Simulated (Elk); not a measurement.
**Worked example: self-consistent single point of Yb (Fm-3m, 1 atom in the cell) in Elk**

Computed with PBE, all-electron FP-LAPW, Elk's shipped species files, APW+lo basis with extra local orbitals run with Elk.

Input as run:

```
tasks
  0

xctype
  20

rgkmax
  7.5

gmaxvr
  16.0

nxlo
  2

lorbcnd
  .true.

lmaxi
  2

stype
  0

swidth
  0.00999582

maxscl
  100

avec
    0.0000000000    5.1997685148    5.1997685148
    5.1997685148    0.0000000000    5.1997685148
    5.1997685148    5.1997685148    0.0000000000

sppath
  './'

atoms
  1
  'Yb.in'
  1
  0.0000000000  0.0000000000  0.0000000000    0.0 0.0 0.0

ngridk
  14 14 14
```

Log, with long lists cut:

```
│ Elk code version 10.2.4 │

All units are atomic (Hartree, Bohr, etc.)

│ Ground-state run starting from atomic densities │

Lattice vectors :
   0.000000000       5.199768515       5.199768515
   5.199768515       0.000000000       5.199768515
   5.199768515       5.199768515       0.000000000

Unit cell volume      :    281.1784455
Brillouin zone volume :   0.8821807553

Muffin-tin inner radius fraction :   0.1000000000E-01

Nuclei treated as point charges

Species :    1 (Yb)
 parameters loaded from : Yb.in
 name : ytterbium
 nuclear charge    :   -70.00000000
 electronic charge :    70.00000000
 atomic mass :    315432.6234
 muffin-tin radius :    2.800000000
 number of radial points in muffin-tin :    697
 atomic positions (lattice), magnetic fields (Cartesian) :
   1 :   0.00000000  0.00000000  0.00000000    0.00000000  0.00000000  0.00000000

Total number of atoms per unit cell :    1

Spin treatment :
 spin-unpolarised

Number of Bravais lattice symmetries :   48
Number of crystal symmetries         :   48
Crystal has inversion symmetry
Real symmetric eigensolver will be used

k-point grid :     14    14    14
k-point offset :    0.000000000       0.000000000       0.000000000
k-point set is reduced with full crystal symmetry group
Total number of k-points :      104

Muffin-tin radius times maximum |G+k| :    7.500000000
 using average radius
Maximum |G+k| for APW functions       :    2.678571429
Maximum (1/2)|G+k|²                   :    3.587372449
Maximum |G| for potential and density :    16.00000000
 potential will be trimmed for |G| > 2 gkmax
Constant for pseudocharge density :   11
Radial integration step length :    4

G-vector grid sizes :     40    40    40
Number of G-vectors :    19579

Maximum angular momentum used for
 APW functions                      :    8
 outer part of muffin-tin           :    6
 inner part of muffin-tin           :    2

Total nuclear charge    :   -70.00000000
Total core charge       :    46.00000000
Total valence charge    :    24.00000000
Total excess charge     :    0.000000000
Total electronic charge :    70.00000000

Effective Wigner radius, rₛ :   0.9861245982

Number of empty states         :    4
Total number of valence states :   16
Total number of core states    :   46

Conduction state local-orbitals added automatically
Total number of local-orbitals :   96

Exchange-correlation functional :     20     0     0
 Perdew-Burke-Ernzerhof, Phys. Rev. Lett. 77, 3865 (1996)
 gradient requirement :    1
 generalised gradient approximation (GGA)

Smearing type :    0
 Gaussian
Smearing width :   0.9995820000E-02
Effective electronic temperature (K) :    3156.430308

Mixing type :    3
 Broyden mixing, J. Phys. A: Math. Gen. 17, L317 (1984)

Kohn-Sham potential initialised from atomic data

│ Self-consistent loop started │
│ Loop number : 1 │
 total energy                :     -13912.1849099
│ Loop number : 2 │
 total energy                :     -13948.6349597
RMS change in Kohn-Sham potential (target) :    1.756413048     (  0.1000000000E-05)
Absolute change in total energy (target)   :    36.45004976     (  0.1000000000E-03)
│ Loop number : 3 │
 total energy                :     -14032.3767417
RMS change in Kohn-Sham potential (target) :   0.5959023497     (  0.1000000000E-05)
Absolute change in total energy (target)   :    92.85429440     (  0.1000000000E-03)
│ Loop number : 4 │
 total energy                :     -14093.0062921
RMS change in Kohn-Sham potential (target) :   0.2219275908     (  0.1000000000E-05)
Absolute change in total energy (target)   :    83.84312400     (  0.1000000000E-03)
│ Loop number : 5 │
 total energy                :     -14093.1588717
RMS change in Kohn-Sham potential (target) :   0.2154638955     (  0.1000000000E-05)
Absolute change in total energy (target)   :    21.11336060     (  0.1000000000E-03)
│ Loop number : 6 │
 total energy                :     -14080.6234130
RMS change in Kohn-Sham potential (target) :   0.4915267379E-01 (  0.1000000000E-05)
Absolute change in total energy (target)   :    7.257118511     (  0.1000000000E-03)
│ Loop number : 7 │
 total energy                :     -14064.3622383
RMS change in Kohn-Sham potential (target) :   0.1593581596     (  0.1000000000E-05)
Absolute change in total energy (target)   :    18.07545428     (  0.1000000000E-03)
│ Loop number : 8 │
 total energy                :     -14073.6872876
RMS change in Kohn-Sham potential (target) :   0.3368620672E-01 (  0.1000000000E-05)
Absolute change in total energy (target)   :    4.806185715     (  0.1000000000E-03)
│ Loop number : 9 │
 total energy                :     -14073.9614165
RMS change in Kohn-Sham potential (target) :   0.2868597642E-01 (  0.1000000000E-05)
Absolute change in total energy (target)   :    1.475675302     (  0.1000000000E-03)
│ Loop number : 10 │
 total energy                :     -14076.9921143
RMS change in Kohn-Sham potential (target) :   0.1275139213E-01 (  0.1000000000E-05)
Absolute change in total energy (target)   :    3.399616629     (  0.1000000000E-03)
│ Loop number : 11 │
 total energy                :     -14075.4198523
RMS change in Kohn-Sham potential (target) :   0.8291460624E-02 (  0.1000000000E-05)
Absolute change in total energy (target)   :   0.7223578453     (  0.1000000000E-03)
│ Loop number : 12 │
 total energy                :     -14076.0969135
RMS change in Kohn-Sham potential (target) :   0.9487352016E-03 (  0.1000000000E-05)
Absolute change in total energy (target)   :   0.4964717839     (  0.1000000000E-03)
│ Loop number : 13 │
 total energy                :     -14075.9829929
RMS change in Kohn-Sham potential (target) :   0.6407058666E-03 (  0.1000000000E-05)
Absolute change in total energy (target)   :   0.1019730738E-01 (  0.1000000000E-03)
│ Loop number : 14 │
 total energy                :     -14076.0307389
RMS change in Kohn-Sham potential (target) :   0.2945415419E-04 (  0.1000000000E-05)
Absolute change in total energy (target)   :   0.5029530549E-01 (  0.1000000000E-03)
│ Loop number : 15 │
 total energy                :     -14076.0306775
RMS change in Kohn-Sham potential (target) :   0.1600927095E-04 (  0.1000000000E-05)
Absolute change in total energy (target)   :   0.1251248589E-01 (  0.1000000000E-03)
│ Loop number : 16 │
 total energy                :     -14076.0313020
RMS change in Kohn-Sham potential (target) :   0.3305930723E-05 (  0.1000000000E-05)
Absolute change in total energy (target)   :   0.3752586988E-02 (  0.1000000000E-03)
│ Loop number : 17 │
 total energy                :     -14076.0310033
RMS change in Kohn-Sham potential (target) :   0.9087311957E-06 (  0.1000000000E-05)
Absolute change in total energy (target)   :   0.6394027969E-03 (  0.1000000000E-03)
│ Loop number : 18 │
 total energy                :     -14076.0310534
RMS change in Kohn-Sham potential (target) :   0.2619725370E-06 (  0.1000000000E-05)
Absolute change in total energy (target)   :   0.2099867706E-03 (  0.1000000000E-03)
│ Loop number : 19 │
 total energy                :     -14076.0310719
RMS change in Kohn-Sham potential (target) :   0.3380321640E-07 (  0.1000000000E-05)
Absolute change in total energy (target)   :   0.7096472291E-04 (  0.1000000000E-03)
Convergence targets achieved

│ Loop number : 20 │

Energies :
 Fermi                       :     0.139631247984
 sum of eigenvalues          :     -8614.34304845
 electron kinetic            :      15638.3760915
 core electron kinetic       :      15193.2037137
 Coulomb                     :     -29419.6644427
 Coulomb potential           :     -23867.3347913
 nuclear-nuclear             :     -926.056795381
 electron-nuclear            :     -33119.8805033
 Hartree                     :      4626.27285601
 Madelung                    :     -17485.9970471
 xc potential                :     -385.384348585
 exchange                    :     -290.621000238
 correlation                 :     -4.12172846980
 total energy                :     -14076.0310800

Density of states at Fermi energy :    68.73040622
 (states/Hartree/unit cell)

Estimated indirect band gap :   0.7939091410E-04
 from k-point     46 to k-point     38
Estimated direct band gap   :   0.5098739438E-02
 at k-point     53

Charges :
 core                        :    46.00000000
 valence                     :    24.00000000
 interstitial                :    1.832004834
 muffin-tins (core leakage)
  species :    1 (Yb)
   atom    1                 :    68.16799517     (  0.1120675790E-05)
 total in muffin-tins        :    68.16799517
 total calculated charge     :    69.99699667
 total charge                :    70.00000000
 error                       :   0.3003325538E-02

│ Self-consistent loop stopped │
```

The run converged in 20 iterations. The count includes the last loop, which Elk runs after its targets are met.

The starting cell comes from a database of computed structures (which also holds hypothetical and non-ambient phases and stackings), without a prior relaxation at this level. Its lattice was rescaled by a random factor within 2.5 % of one. Spin-orbit coupling is off. Spin polarisation is off. Values depend on the basis (sphere radii, cutoffs, local orbitals), which need not be converged. The log's line on a gap gives a spacing of levels on this mesh, which the program prints for metals too.
